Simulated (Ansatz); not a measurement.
The starting structures come from a database of crystals and need not be the phases stable at ambient conditions.

Input:

```xyz
12
Lattice="6.0828 0.0000 0.0000 3.0414 12.7520 0.0000 3.0414 0.0000 3.0414" Properties=species:S:1:pos:R:3 pbc="T T T"
Ba     6.0828     8.6395     0.0000
Ba     3.0414     4.1125     0.0000
Ba     3.0414     0.0000     0.0000
In     6.0828     2.1023     0.0000
In     3.0414    10.6497     0.0000
Cl     3.0414     7.5188     0.0000
Cl     6.0828     5.2332     0.0000
O      7.6035    10.3531     1.5207
O      4.5621     2.3989     1.5207
O      4.5621    10.3531     1.5207
O      7.6035     2.3989     1.5207
O      0.0000     0.0000     0.0000
```

Space group of this cell: I4/mmm. The cell is taken as given; by r2SCAN its mean pressure is -3.2 GPa.

Transport runs along the normal of the first two printed cell vectors, the (110) plane of the conventional cell.

The gap is the functional's own, uncorrected, and κ follows it; spin-orbit coupling is left out. Mid-gap values are interpolated between the computed energies.

Question: Estimate the band gap and the smallest decay constant κ at mid-gap that Ansatz (a program for electronic structure) with r2SCAN returns for this system.

Answer: Gap 1.95 eV on a 10×10×10 mesh; κ = 0.207 1/Å, at the zone centre.
